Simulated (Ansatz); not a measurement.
Base system: CuI in the zinc blende structure (space group F-43m, No. 216; a = 6.023 Å). Axes: x, y, z lie along the cube axes.

Calculations: Ansatz (a first-principles code) r2SCAN, scalar-relativistic without spin-orbit coupling.

Strains are applied to the cell and any free atomic positions relax; under biaxial strain the out-of-plane vector relaxes too.

One change was made to it. Results:

```tsv
quantity	base	after
valence-band top at Γ (three highest levels, from the VBM)	0.00, 0.00, 0.00 eV	0.00, -0.05, -0.08 eV
energy relative to the base (free energy F)	0 meV/atom	+6.9 meV/atom
```

Q: Name the change that was made.
A. biaxial strain −0.65 %, plane normal [111], relaxed out of plane
B. tensor shear ε_xy = −2.97 %
C. strain tensor (xx, yy, zz, yz, xz, xy) = (+1.07, −1.40, −0.92, −0.17, −0.68, +1.23) %
D. biaxial strain +4.03 %, plane normal [110], relaxed out of plane

A: B, tensor shear ε_xy = −2.97 %. For comparison, the valence-band top at Γ in the other runs: biaxial strain −0.65 %, plane normal [111], relaxed out of plane gives 0.00, 0.00, -0.02 eV; biaxial strain +4.03 %, plane normal [110], relaxed out of plane gives 0.00, -0.09, -0.12 eV; strain tensor (xx, yy, zz, yz, xz, xy) = (+1.07, −1.40, −0.92, −0.17, −0.68, +1.23) % gives 0.00, -0.01, -0.06 eV.

A biaxial case was relaxed in a doubled cell and then solved in the primitive one. With I present, leaving out spin-orbit coupling can change the band edges. The levels and masses belong to the bands next to the band gap. No phonon test of stability was made. The final runs are not spin-polarised.
